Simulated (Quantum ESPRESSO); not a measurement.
Effort and miss along a sweep of ecutwfc: ZrTiTe₄ (P2/m, 6 atoms in the cell)

```xyz
6
Lattice="6.7606 0.0000 0.0000 0.0000 3.9064 0.0000 -0.0140 0.0000 6.8363" Properties=species:S:1:pos:R:3 pbc="T T T"
Zr     3.3803     1.9532     0.0000
Ti     0.0000     0.0000     0.0000
Te     5.7054     1.9532     1.6888
Te     1.0412     1.9532     5.1475
Te     2.1851     0.0000     1.7475
Te     4.5615     0.0000     5.0888
```

Computed with PBEsol, SSSP 1.1.2 efficiency (PBE) pseudopotentials (plane waves; Quantum ESPRESSO).

Base settings: ecutwfc = 50 Ry; ecutrho = 400 Ry; occupations = smearing; smearing = cold; degauss = 0.0099958 Ry; input_dft = pbesol; potentials = {Zr: Zr_pbe_v1.uspp.F.UPF, Ti: ti_pbe_v1.4.uspp.F.UPF, Te: Te_pbe_v1.uspp.F.UPF}; K_POINTS = automatic 3 5 3 0 0 0; conv_thr = 1e-09 Ry; mixing_beta = 0.3.

Misses are taken against the tightest run, 75 Ry (ecutrho: 400 Ry → 600 Ry), which need not be fully converged itself. The energy is the free energy per atom.

The count of work is k-points × plane waves × bands × iterations; it is no time, and leaves out set-up, grids and terms that scale otherwise. Core times come from one kind of shared machine and are given to one figure; runs under 30 s give none.

The starting cell comes from a database of computed structures (which also holds hypothetical and non-ambient phases and stackings), without a prior relaxation at this level. Its lattice was rescaled by a random factor within 2.5 % of one. Spin polarisation is off, so a magnetic state, if there is one, cannot be reached.

The runs (ecutwfc): 20 Ry (ecutrho: 400 Ry → 160 Ry) | 25 Ry (ecutrho: 400 Ry → 200 Ry) | 30 Ry (ecutrho: 400 Ry → 240 Ry) | 35 Ry (ecutrho: 400 Ry → 280 Ry) | 40 Ry (ecutrho: 400 Ry → 320 Ry) | 45 Ry (ecutrho: 400 Ry → 360 Ry) | 50 Ry | 57 Ry (ecutrho: 400 Ry → 456 Ry) | 65 Ry (ecutrho: 400 Ry → 520 Ry) | 75 Ry (ecutrho: 400 Ry → 600 Ry).

Task: Which is the coarsest setting among those run that, with all tighter ones, holds the energy within 20 meV/atom of the reference, and what does it save?

Result: 30 Ry (ecutrho: 400 Ry → 240 Ry), off by 3.4 meV/atom; it needs 0.31 of the reference's count of work and about 0.2 of the reference's time.

Task: What does the step from 30 Ry (ecutrho: 400 Ry → 240 Ry) to 65 Ry (ecutrho: 400 Ry → 520 Ry) buy?

Result: It takes the miss in the energy from 3.4 to 0.44 meV/atom, for 2.9 times the count of work and roughly 4 times the time.

| ecutwfc | energy less reference (meV/atom) | pressure less reference (GPa) | count of work / reference | core time / reference (rough) |
|---|---|---|---|---|
| 20 Ry (ecutrho: 400 Ry → 160 Ry) | 219.32 | -6.65 | 0.13 | 0.1 |
| 25 Ry (ecutrho: 400 Ry → 200 Ry) | 23.91 | -0.87 | 0.23 | 0.2 |
| 30 Ry (ecutrho: 400 Ry → 240 Ry) | 3.37 | -0.08 | 0.31 | 0.2 |
| 35 Ry (ecutrho: 400 Ry → 280 Ry) | 1.48 | 0.01 | 0.44 | 0.3 |
| 40 Ry (ecutrho: 400 Ry → 320 Ry) | 1.15 | 0.01 | 0.50 | 0.4 |
| 45 Ry (ecutrho: 400 Ry → 360 Ry) | 0.96 | 0.01 | 0.51 | 0.5 |
| 50 Ry | 0.84 | 0.01 | 0.62 | 0.4 |
| 57 Ry (ecutrho: 400 Ry → 456 Ry) | 0.69 | 0.01 | 0.75 | 0.7 |
| 65 Ry (ecutrho: 400 Ry → 520 Ry) | 0.44 | 0.01 | 0.89 | 0.9 |
| 75 Ry (ecutrho: 400 Ry → 600 Ry) | 0.00 | 0.00 | 1.0 | 1 |
